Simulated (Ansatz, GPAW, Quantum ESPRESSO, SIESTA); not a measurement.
## Code comparison for In2Ag (P1, 6 atoms in the cell)

Self-consistent single point, at a second geometry (atoms moved at random). First geometry:

```
In2Ag
1.0
   -3.47150     3.47150     2.78740
    3.47150    -3.47150     2.78740
    3.47150     3.47150    -2.78740
In Ag
4 2
Direct
  0.34544   0.15456   0.50000
  0.65456   0.84544   0.50000
  0.15456   0.65456   0.80912
  0.84544   0.34544   0.19088
  0.75000   0.75000   0.00000
  0.25000   0.25000   0.00000
```

Second geometry:
```yaml
crystal:
  lattice:
    - [-3.47150, 3.47150, 2.78740]
    - [3.47150, -3.47150, 2.78740]
    - [3.47150, 3.47150, -2.78740]
  atoms:
    - { symbol: In, position: [0.35931, 0.16544, 0.51195] }
    - { symbol: In, position: [0.65245, 0.84698, 0.49447] }
    - { symbol: In, position: [0.14359, 0.65740, 0.80217] }
    - { symbol: In, position: [0.85925, 0.34634, 0.20008] }
    - { symbol: Ag, position: [0.74053, 0.74232, 0.99523] }
    - { symbol: Ag, position: [0.24487, 0.24152, 0.99610] }
```

Shared settings, as Ansatz (a program for electronic structure) writes them: kpoints.mp_grid.grid = 5 5 5; scf.occupations.method = fermi_dirac; scf.occupations.width = 0.0073 Ry. Potentials and cutoffs stand in the table.

| code | model | ΔF from the first geometry (meV/atom) | pressure (GPa) | largest force (eV/Å) | cutoff |
|---|---|---|---|---|---|
| Ansatz | LDA (PW92), PAW files made with PBE | 5.2 | -3.91 | 0.259 | default |
| GPAW | LDA (Perdew-Wang 92), GPAW PAW datasets LDA (gpaw-data 1.0.1) | 4.9 | -4.21 | 0.243 | 600 eV |
| SIESTA | LDA PW92, numerical atomic orbitals DZP, PseudoDojo LDA standard norm-conserving potentials (rewritten from UPF to PSML) | 7.4 | -4.34 | 0.355 | grid 350 Ry |
| Quantum ESPRESSO | LDA (PZ), GBRV 1.5 ultrasoft (LDA) pseudopotentials | 5.2 | -5.28 | 0.258 | 40 Ry |

Size of the force on each atom (eV/Å): Sizes of forces hide their directions.

```json
[
 {"code": "Ansatz", "In1": "0.229", "In2": "0.091", "In3": "0.259", "In4": "0.228", "Ag5": "0.137", "Ag6": "0.106"},
 {"code": "GPAW", "In1": "0.220", "In2": "0.076", "In3": "0.243", "In4": "0.211", "Ag5": "0.135", "Ag6": "0.104"},
 {"code": "SIESTA", "In1": "0.308", "In2": "0.154", "In3": "0.355", "In4": "0.313", "Ag5": "0.156", "Ag6": "0.124"},
 {"code": "Quantum ESPRESSO", "In1": "0.228", "In2": "0.092", "In3": "0.258", "In4": "0.228", "Ag5": "0.136", "Ag6": "0.104"}
]
```

The spread over the programs that give each value: ΔF from the first geometry within 2.5 meV/atom; pressure within 1.37 GPa; largest force within 0.112 eV/Å.

SIESTA uses small atom-centred bases, whose incompleteness enters pressures, forces and empty levels differently from a plane-wave cutoff. Ansatz's pressure is given at a fixed set of plane waves, as the other plane-wave codes print theirs. The same LDA comes in different parametrisations, which differ slightly. In the pressure, Quantum ESPRESSO (by 1.07) lies more than 1 GPa from the median of the plane-wave programs. In the force vectors, SIESTA (by 0.100) lies more than 0.08 eV/Å from the median of the plane-wave programs.

The starting cell comes from a database of computed structures (which also holds hypothetical and non-ambient phases and stackings), without a prior relaxation at this level. For this run, on top of that: atoms moved at random.

Keys are those of Ansatz 0.2.
